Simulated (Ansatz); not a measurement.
# Band gap of Ga2O3 (model structure, started from the Bi2O3 type, P6₃mc, No. 186, 20 atoms in the cell) at several levels of theory

No measured value is used here.

```tsv
level (code)	value (eV)
LDA (Ansatz)	0.32 (indirect)
PBEsol+SOC (Ansatz)	0.33 (indirect)
r²SCAN+SOC (Ansatz)	0.82 (indirect)
HSE06 (Ansatz)	1.78
```

Computed values are for a static lattice. Levels without +SOC have no spin–orbit coupling; where heavier elements are present it shifts gaps, mostly down, and can invert bands.  PBEsol+SOC, r²SCAN+SOC, HSE06: the gap is read on the k mesh or supercell of the run alone and can be too large. Values are at the PBEsol cell. Cutoffs and k meshes differ between the levels. Ansatz's density-functional and Hartree–Fock values are scalar-relativistic unless marked +SOC, with PAW data made under PBE.

A model structure was made by putting elements into a prototype or built by hand; it is no filed structure, need not be a known phase, and can be a saddle point held by its symmetry.

Ansatz is an electronic-structure program.
